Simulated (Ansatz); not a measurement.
Levels about the gap of amorphous Si$_{24}$O$_{53}$P$_{2}$ (79 atoms in a cell of 1189 Å³, 2.21 g/cm³; zone centre alone, so wide bands show as single levels with stretches between that a denser mesh fills), at the geometry that PBE relaxed, where it gives 0.3 GPa on a denser mesh. The participation number counts the atoms over which a state spreads; weights are charges in smoothed Voronoi cells. The levels come from a single point, so bond lengths are those of that geometry. Method of the levels: PBE, scalar-relativistic without spin-orbit coupling (Ansatz, an electronic-structure program). Sampling: the zone centre alone; Fermi-Dirac width 0.02 eV; no spin polarisation. At PBE the levels at the filled edge of the gap are localised (band-tail or defect states), and the nearest spread-out levels lie 5.3 eV apart at the zone centre.

Preparation: random packing, a CHGNet melt and quench, and a DFT relaxation. O atoms were pushed apart under 1.9 Å during the dynamics, to hinder bonds among them. The hot cell started wider than the set density and was brought back towards it in steps. It is the lowest in DFT energy of 2 quenches. It is a model cell: composition and starting density were chosen by hand, and all elements were melted together. No dispersion term was used. Its density started from a set value of 2.21 and ended at 2.21 g/cm³. The simulated quench (nominally 320 K/ps over its main leg) is rapid and tends to freeze in more defects than a deposited or slowly cooled glass has. One small periodic cell is one sample of the glass; other quenches scatter about these values. The volume was held where the preparation left it, at a PBE pressure of 0.3 GPa. Stress components on the final sampling reach 4.3 GPa.

| E - E(highest filled), eV | filling | participation number | largest on | weight O | weight Si | weight P |
|---|---|---|---|---|---|---|
| -0.61 | filled | 18.6 | O, 2 neighbours | 0.96 | 0.03 | 0.00 |
| -0.43 | filled | 3.6 | O, 2 neighbours | 0.95 | 0.04 | 0.01 |
| -0.30 | filled | 5.7 | O, 1 neighbours | 0.95 | 0.03 | 0.03 |
| -0.24 | filled | 5.1 | O, 1 neighbours | 0.95 | 0.02 | 0.03 |
| -0.22 | filled | 4.6 | O, 2 neighbours | 0.95 | 0.04 | 0.01 |
| -0.16 | filled | 5.7 | O, 1 neighbours | 0.94 | 0.03 | 0.03 |
| 0.00 | filled | 4.4 | O, 2 neighbours | 0.94 | 0.05 | 0.00 |
| 4.73 | empty | 57.2 | Si, 4 neighbours | 0.68 | 0.28 | 0.05 |
| 5.89 | empty | 20.4 | P, 4 neighbours | 0.57 | 0.31 | 0.12 |
| 6.22 | empty | 39.0 | Si, 4 neighbours | 0.60 | 0.38 | 0.02 |
| 6.47 | empty | 38.8 | O, 2 neighbours | 0.67 | 0.29 | 0.04 |
| 6.61 | empty | 48.9 | Si, 4 neighbours | 0.63 | 0.34 | 0.03 |
| 6.75 | empty | 40.8 | Si, 4 neighbours | 0.70 | 0.27 | 0.03 |
| 6.83 | empty | 48.2 | O, 2 neighbours | 0.71 | 0.27 | 0.02 |

Most localised among these is the filled level at -0.43 eV, on a O atom, which has 2 neighbours (Si 1.60 Å, Si 1.83 Å).
